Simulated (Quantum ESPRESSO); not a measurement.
Worked example: self-consistent single point of SnAu5 (R32, 6 atoms in the cell) in Quantum ESPRESSO.

Level of theory: PBEsol, GBRV 1.5 ultrasoft (PBESOL) pseudopotentials (plane waves; Quantum ESPRESSO).

The change in words: lattice scaled by 0.98. Reference geometry:
```yaml
crystal:
  lattice:
    - [2.52523, 1.45794, 4.86447]
    - [-2.52523, 1.45794, 4.86447]
    - [0.00000, -2.91588, 4.86447]
  atoms:
    - { symbol: Sn, position: [0.00000, 0.00000, 0.00000] }
    - { symbol: Au, position: [0.67015, 0.67015, 0.67015] }
    - { symbol: Au, position: [0.32985, 0.32985, 0.32985] }
    - { symbol: Au, position: [0.50000, 0.17077, 0.82924] }
    - { symbol: Au, position: [0.82924, 0.50000, 0.17077] }
    - { symbol: Au, position: [0.17077, 0.82924, 0.50000] }
```

Reference input (self-consistent single point, DFT, PBEsol, plane waves, GBRV 1.5 ultrasoft (PBESOL) pseudopotentials): ecutwfc = 40 Ry; ecutrho = 320 Ry; occupations = smearing; smearing = gauss; degauss = 0.0073499 Ry; potentials = {Sn: sn_pbesol_v1.4.uspp.F.UPF, Au: au_pbesol_v1.uspp.F.UPF}; K_POINTS = automatic 5 5 5 0 0 0; conv_thr = 1e-10 Ry; mixing_beta = 0.4. This run's input differs from it in these lines:

```diff
@@ -27,7 +27,7 @@
 Sn    0.0000000000    0.0000000000    0.0000000000
-Au    0.0000000000    0.0000000000   18.4810263396
-Au    0.0000000000    0.0000000000    9.0965444614
-Au    1.5711058692   -2.7212351895   13.7887854005
-Au    1.5711058692    2.7212351895   13.7887854005
-Au   -3.1422117384    0.0000000000   13.7887854005
+Au    0.0000000000    0.0000000000   18.1114076365
+Au    0.0000000000    0.0000000000    8.9146144698
+Au    1.5396835179   -2.6668100806   13.5130110531
+Au    1.5396835179    2.6668100806   13.5130110531
+Au   -3.0793670359    0.0000000000   13.5130110531
 K_POINTS {automatic}
@@ -35,5 +35,5 @@
 CELL_PARAMETERS {angstrom}
-   2.5252279432     1.4579410328     4.8644740000
-  -2.5252279432     1.4579410328     4.8644740000
-   0.0000000000    -2.9158820656     4.8644740000
+   2.4747230085     1.4287819951     4.7671850000
+  -2.4747230085     1.4287819951     4.7671850000
+   0.0000000000    -2.8575639902     4.7671850000
```

Log, with long lists cut:

```
     Self-consistent Calculation

     iteration #  1     ecut=    40.00 Ry     beta= 0.40

     total energy              =    -732.39251513 Ry
     estimated scf accuracy    <       1.11716628 Ry

     iteration #  2     ecut=    40.00 Ry     beta= 0.40

     total energy              =    -732.64765709 Ry
     estimated scf accuracy    <       0.08969973 Ry

     iteration #  3     ecut=    40.00 Ry     beta= 0.40

     total energy              =    -732.66370252 Ry
     estimated scf accuracy    <       0.01906989 Ry

   [... 7 blocks of this kind left out ...]

     iteration # 11     ecut=    40.00 Ry     beta= 0.40

     total energy              =    -732.66639578 Ry
     estimated scf accuracy    <          1.8E-10 Ry

     iteration # 12     ecut=    40.00 Ry     beta= 0.40
     End of self-consistent calculation

     the Fermi energy is    16.6878 ev

!    total energy              =    -732.66639578 Ry
     estimated scf accuracy    <          1.3E-11 Ry
     smearing contrib. (-TS)   =      -0.00071085 Ry
     internal energy E=F+TS    =    -732.66568494 Ry

     convergence has been achieved in  12 iterations

     Forces acting on atoms (cartesian axes, Ry/au):

     atom    1 type  1   force =     0.00000000   -0.00000000    0.00000000
     atom    2 type  2   force =    -0.00000000    0.00000000   -0.00337327
     atom    3 type  2   force =    -0.00000000    0.00000000    0.00337327
     atom    4 type  2   force =    -0.00040702    0.00070498    0.00000000
     atom    5 type  2   force =    -0.00040702   -0.00070498    0.00000000
     atom    6 type  2   force =     0.00081404    0.00000000    0.00000000

     Total force =     0.004975     Total SCF correction =     0.000002

          total   stress  (Ry/bohr**3)                   (kbar)     P=      100.14
   0.00084328   0.00000000  -0.00000000          124.05        0.00       -0.00
   0.00000000   0.00084328   0.00000000            0.00      124.05        0.00
   0.00000000   0.00000000   0.00035563            0.00        0.00       52.31

   JOB DONE.
```

The run converged in 12 iterations. Against the reference run the free energy rises by 29.8 meV/atom, the pressure goes from -0.34 to 10.01 GPa and the largest force goes from 0.048 to 0.087 eV/Å.

The starting cell comes from a database of computed structures (which also holds hypothetical and non-ambient phases and stackings), without a prior relaxation at this level. Its lattice was rescaled by a random factor within 2.5 % of one. For this run, on top of that: lattice scaled by 0.98. With a pressure of about 10 GPa the cell is away from its equilibrium volume at this level.

Cost on one core of a shared machine: roughly 3 min.
